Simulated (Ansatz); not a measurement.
Base system: Ga₂O₃ in the corundum structure (space group R-3c, No. 167).

```
Ga2O3
1.0
    2.47497     1.42892     4.43525
   -2.47497     1.42892     4.43525
    0.00000    -2.85785     4.43525
Ga O
4 6
Direct
  0.64424   0.64424   0.64424
  0.14424   0.14424   0.14424
  0.35576   0.35576   0.35576
  0.85576   0.85576   0.85576
  0.75000   0.44721   0.05279
  0.05279   0.75000   0.44721
  0.25000   0.55279   0.94721
  0.55279   0.94721   0.25000
  0.94721   0.25000   0.55279
  0.44721   0.05279   0.75000
```

Cartesian axes are those of the cell as printed.

Calculations: LDA in Ansatz (plane waves to 420 eV, PAW, spin-orbit coupling left out).

For the base:

| Item | Value |
|---|---|
| Pressure | 0.00 GPa |
| Electron mass | 0.24 mₑ (at Γ) |
| Shortest interatomic distance | 1.911 Å |

Perturbation: the cell is compressed by 2.25 % along x with no lateral relaxation, atoms relaxed at fixed cell.

Problem. What does the calculation give for the pressure, largest internal atomic displacement, electron mass and shortest interatomic distance after the change?

Solution. The pressure (mean of the normal stresses, compression positive) goes from zero to 6.02 GPa; the largest internal atomic displacement comes out as 0.012 Å; the electron mass changes from 0.24 mₑ (at Γ) to 0.26 mₑ (at Γ); the shortest interatomic distance falls by 0.026 Å (1.911 Å → 1.885 Å).

The levels and masses belong to the bands next to the band gap. The cells carry an imposed strain or load. Effective masses come from finite differences of ±0.01 Å⁻¹. No phonon test of stability was made.

Ansatz is a first-principles code.
